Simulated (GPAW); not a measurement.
Input and output of a self-consistent single point for SnO2 (P4_2/mnm, 6 atoms in the cell) (GPAW)

Computed with PBE, GPAW PAW datasets PBE (gpaw-data 1.0.1) (plane waves; GPAW).

Input as run:

```python
from ase import Atoms
from ase.units import GPa
from gpaw import GPAW, PW, FermiDirac

atoms = Atoms(['Sn', 'Sn', 'O', 'O', 'O', 'O'],
              cell=[[4.740000, 0.000000, 0.000000],
                    [0.000000, 4.740000, 0.000000],
                    [0.000000, 0.000000, 3.190000]],
              positions=[[0.000000, 0.000000, 0.000000],
                         [2.370000, 2.370000, 1.595000],
                         [1.455180, 1.455180, 0.000000],
                         [3.825180, 0.914820, 1.595000],
                         [0.914820, 3.825180, 1.595000],
                         [3.284820, 3.284820, 0.000000]],
              pbc=True)

calc = GPAW(mode=PW(900),
            xc='PBE',
            kpts={'size': (4, 4, 5), 'gamma': True},
            occupations=FermiDirac(0.01),
            nbands=-8,
            convergence={'density': 1e-05, 'energy': 1e-05, 'bands': -6},
            symmetry={'symmorphic': False, 'tolerance': 0.0005},
            maxiter=120)

atoms.calc = calc

energy = atoms.get_potential_energy()
print('Energy (eV):', round(energy, 6))
forces = atoms.get_forces()
print('Forces (eV/Ang):')
print(forces.round(5))
stress = atoms.get_stress()
print('Stress (GPa, Voigt):', (stress / GPa).round(4))
```

Log, with long lists cut:

```
Input parameters:
  convergence: {bands: -6,
                density: 1e-05,
                energy: 1e-05}
  kpts: {gamma: True,
         size: (4, 4, 5)}
  maxiter: 120
  mode: {ecut: 900.0000000000001,
         name: pw}
  nbands: -8
  occupations: {fixmagmom: False,
                name: fermi-dirac,
                width: 0.01}
  symmetry: {symmorphic: False,
             tolerance: 0.0005}
  xc: PBE

species:
  Sn:
    name: Tin
    Z: 50.0
    valence: 14
    core: 36
    charge: 0.0
    file: Sn.PBE.gz

    # Using partial waves for Sn as LCAO basis

  O:
    name: Oxygen
    Z: 8.0
    valence: 6
    core: 2
    charge: 0.0
    file: O.PBE.gz

    # Using partial waves for O as LCAO basis

Reference energy: -344184.795819  # eV

Spin-paired calculation

Convergence criteria:
 Maximum [total energy] change in last 3 cyles: 1e-05 eV / valence electron
 Maximum integral of absolute [dens]ity change: 1e-05 electrons / valence electron
 Maximum integral of absolute [eigenst]ate change: 4e-08 eV^2 / valence electron
 Maximum number of scf [iter]ations: 120

Symmetries present (total): 16
Symmetries with fractional translations: 8
80 k-points: 4 x 4 x 5 Monkhorst-Pack grid + [1/8,1/8,0.000000]
18 k-points in the irreducible part of the Brillouin zone
       k-points in crystal coordinates                weights
   0:     0.00000000    0.00000000    0.00000000          1/80
   1:     0.00000000    0.00000000    0.20000000          2/80
   2:     0.00000000    0.00000000    0.40000000          2/80
   [... 7 lines left out ...]
          ...
  17:     0.50000000    0.50000000    0.40000000          2/80

Wave functions: Plane wave expansion
  Cutoff energy: 900.000 eV
  Number of coefficients (min, max): 4356, 4420
  Pulay-stress correction: 0.000000 eV/Ang^3 (de/decut=0.000000)

Occupation numbers: Fermi-Dirac:
  width: 0.0100  # eV

Eigensolver

Densities:
  Coarse grid: 36*36*24 grid
  Fine grid: 72*72*48 grid
  Total Charge: 0.000000

Density mixing:
  Method: separate
  Backend: pulay
  Linear mixing parameter: 0.05
  old densities: 5
  Damping of long wavelength oscillations: 50

Hamiltonian:
  XC and Coulomb potentials evaluated on a 72*72*48 grid
  External potential:
    NoExternalPotential

XC parameters: PBE with 2 nearest neighbor stencil

Number of atoms: 6
Number of atomic orbitals: 34
Number of bands in calculation: 34
Number of valence electrons: 52
Bands to converge: 28

Density initialized from atomic densities
  34 bands from LCAO basis set

Atomic positions and initial magnetic moments

Positions:
   0 Sn     0.000000    0.000000    0.000000    ( 0.0000,  0.0000,  0.0000)
   1 Sn     2.370000    2.370000    1.595000    ( 0.0000,  0.0000,  0.0000)
   2 O      1.455180    1.455180    0.000000    ( 0.0000,  0.0000,  0.0000)
   3 O      3.825180    0.914820    1.595000    ( 0.0000,  0.0000,  0.0000)
   4 O      0.914820    3.825180    1.595000    ( 0.0000,  0.0000,  0.0000)
   5 O      3.284820    3.284820    0.000000    ( 0.0000,  0.0000,  0.0000)

Unit cell:
           periodic     x           y           z      points  spacing
  1. axis:    yes    4.740000    0.000000    0.000000    36     0.1317
  2. axis:    yes    0.000000    4.740000    0.000000    36     0.1317
  3. axis:    yes    0.000000    0.000000    3.190000    24     0.1329

  Lengths:   4.740000   4.740000   3.190000
  Angles:   90.000000  90.000000  90.000000

Effective grid spacing dv^(1/3) = 0.1321

     iter     time        total  log10-change:
                         energy   eigst   dens
iter:   1 --:--:--   -44.631523   +0.37
iter:   2 --:--:--   -43.070950   -0.72  -0.90
iter:   3 --:--:--   -38.837292   -0.36  -0.95
iter:   4 --:--:--   -38.946079   -0.63  -1.31
iter:   5 --:--:--   -38.791305   -1.79  -1.48
iter:   6 --:--:--   -38.787449   -2.22  -2.07
iter:   7 --:--:--   -38.790019   -3.27  -2.44
iter:   8 --:--:--   -38.782956   -3.26  -2.37
iter:   9 --:--:--   -38.782954   -4.75  -3.29
iter:  10 --:--:--   -38.782958c  -5.17  -3.55
iter:  11 --:--:--   -38.782963c  -5.05  -3.58
iter:  12 --:--:--   -38.782947c  -5.32  -3.43
iter:  13 --:--:--   -38.782949c  -6.72  -4.15
iter:  14 --:--:--   -38.782947c  -7.23  -4.19
iter:  15 --:--:--   -38.782946c  -7.83c -4.30
iter:  16 --:--:--   -38.782946c  -7.62c -4.33
iter:  17 --:--:--   -38.782945c  -7.56c -4.38
iter:  18 --:--:--   -38.782945c  -8.43c -4.45
iter:  19 --:--:--   -38.782945c  -8.90c -4.52
iter:  20 --:--:--   -38.782945c  -9.00c -4.58
iter:  21 --:--:--   -38.782945c  -8.13c -4.61
iter:  22 --:--:--   -38.782945c  -8.92c -5.57c

Converged after 22 iterations.

Dipole moment: (-0.000000, -0.000000, -0.000000) |e|*Ang

Energy contributions relative to reference atoms: (reference = -344184.795819)

Kinetic:        +80.706492
Potential:      -71.448042
External:        +0.000000
XC:             -48.293347
Entropy (-ST):   -0.000000
Local:           +0.251952
SIC:             +0.000000
--------------------------
Free energy:    -38.782945
Extrapolated:   -38.782945

Showing only first 2 kpts
 Kpt  Band  Eigenvalues  Occupancy
  0    24      5.28020    2.00000
  0    25      6.05308    2.00000
  0    26      7.34018    0.00000
  0    27     12.21346    0.00000

  1    24      5.27603    2.00000
  1    25      5.72699    2.00000
  1    26      9.26173    0.00000
  1    27     12.85126    0.00000

Fermi level: 6.78033

Gap: 1.287 eV
Transition (v -> c):
  (s=0, k=0, n=25, [0.00, 0.00, 0.00]) -> (s=0, k=0, n=26, [0.00, 0.00, 0.00])
No difference between direct/indirect transitions
Energy (eV): -38.782945

Forces in eV/Ang:
  0 Sn   -0.00000   -0.00000    0.00000
  1 Sn    0.00000    0.00000    0.00000
  2 O    -0.16118   -0.16118    0.00000
  3 O    -0.16118    0.16118    0.00000
  4 O     0.16118   -0.16118    0.00000
  5 O     0.16118    0.16118    0.00000

Stress tensor:
    -0.053207    -0.000000     0.000000
    -0.000000    -0.053207     0.000000
     0.000000     0.000000    -0.066368
Stress (GPa, Voigt): [ -8.5246  -8.5246 -10.6333   0.       0.      -0.    ]
```

The run converged in 22 iterations. GPAW prints stress with tension positive.

At such cutoffs GPAW's stress carries a finite-basis (Pulay) error, which enters relaxed cells too; its log prints stress with tension positive.

The starting cell has typed, rounded lattice constants, without a prior relaxation at this level.

Cost on one core of a shared machine: roughly 70 s.
